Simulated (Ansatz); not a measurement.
An Ansatz (a program for electronic structure) run: V with a change (V → Tl); r2SCAN (Ansatz), without spin-orbit coupling.

Input:

Ansatz 0.2 input:
```yaml
crystal:
  lattice:
    - [-1.9583326828, 1.9583326828, 1.9583326828]
    - [1.9583326828, -1.9583326828, 1.9583326828]
    - [1.9583326828, 1.9583326828, -1.9583326828]
  atoms:
    - { symbol: Tl, position: [0, 0, 0] }
basis: { ecutwfc: 500, ecutrho_ratio: 4, xc_grid: 4, fft_grid_basis: typed }
kpoints: { mp_grid: { grid: [17, 17, 17] } }
hamiltonian:
  xc: r2scan
  dispersion: none
  pseudopotentials: { kind: paw }
scf: { occupations: { method: fermi_dirac, width: 0.05 }, convergence: { dr2_threshold: 0.0000000001 } }
output: { forces: true, stress: true }
checkpoint: { write: state.ck, write_every: 1000 }
```

Output (explanatory and most iteration lines left out):

```
Pseudopotential: Tl, paw, valence charge 13
Crystal: 1 atoms, lattice volume = 30.041 Å³
Basis set: ecut = 500 eV, 767 PW (Γ), exchange–correlation on 100×100×100 points (64 copies of the dense FFT grid, shifted against one another)
Bands: 11, of which v1, the nominal top of the filled ones, is band 7 counted from 1 (6 counted from 0)
Symmetry: 48 space group operations
Space group: Im-3m (ITA 229), of the structure as read, at distance tolerance 3.1e-5 Å
k-points: 165 of 4913
Functional: x = r2scan, c = r2scan; τ floored in thin density (d = 2e-4 eV/Å³)
SCF iter   1: F=—  HF=-11458.589689 eV  |F-HF|=—  |Δ(HF+E_count)|=         —  Δρ=7.67e-3  dr2=1.52e-2  dr2_τ=5.71e-3  ethr=1.77e-3  ⟨swp⟩=6.0  Hψ=12247  notcnv=0
SCF iter   2: F=—  HF=-11458.585572 eV  |F-HF|=—  |Δ(HF+E_count)|=   4.12e-3  Δρ=3.30e-3  dr2=3.09e-3  dr2_τ=2.16e-4  ethr=1.17e-4  ⟨swp⟩=3.0  Hψ=4846  notcnv=0  defer=54
SCF 1 converged in 8 iterations: F = -11458.584876 eV  dr2 = 7.02e-12
SCF converged after 8 iterations
Free energy (F): -11458.584876 eV
Internal energy: -11458.580850 eV  (E = F + TS)
E sigma→0 (E₀):  -11458.582863 eV
Entropy (-TS):   -0.004026 eV (-4.026 meV/atom)
Fermi energy:    9.677629 eV
--- Forces (eV/Å), atoms counted from 1 ---
  atom   1  Tl    -0.00000000     0.00000000     0.00000000
--- Stress (GPa, compression-positive) ---
        0.000108      -0.000000      -0.000000
        0.000000       0.000108       0.000000
       -0.000000       0.000000       0.000108
  P = ⅓ Tr σ = 0.0001 GPa (0.001 kbar)
```

No phonon test of stability was made. The cell was made from V by this change: V → Tl; the result is a model cell. This is not the structure that Tl has at room temperature and ambient pressure.
